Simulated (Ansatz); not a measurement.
The reference is GaN in the zinc blende structure (space group F-43m, No. 216; a = 4.455 Å). Axes: x, y, z lie along the cube axes.

Computed with Ansatz (an electronic-structure program) LDA, no SOC.

Strains are applied to the cell and any free atomic positions relax.

One change was made to it. Results:

| quantity | base | after |
|---|---|---|
| valence-band top at Γ (three highest levels, from the VBM) | 0.00, 0.00, 0.00 eV | 0.00, -0.02, -0.02 eV |
| electron mass | 0.18 mₑ (at Γ) | 0.18 mₑ (at Γ) |
| band gap | 1.96 eV | 1.97 eV |
| gap character | direct at Γ | direct at Γ |

Question: Name the change that was made.
A) uniaxial strain ε_zz = −2.00 %
B) uniaxial strain ε_zz = −0.50 %
C) uniaxial strain ε_zz = +1.50 %
D) uniaxial strain ε_zz = +1.00 %

Answer: B, uniaxial strain ε_zz = −0.50 %. For comparison, the band gap in the other runs: uniaxial strain ε_zz = −2.00 % gives 2.02 eV; uniaxial strain ε_zz = +1.00 % gives 1.87 eV; uniaxial strain ε_zz = +1.50 % gives 1.83 eV.

Masses are band curvatures over ±0.01 Å⁻¹ around the edge. Whether these cells are dynamically stable was not tested. This is not the structure that GaN has at room temperature and ambient pressure. Labels are those of the standard path for the cell's own space group.
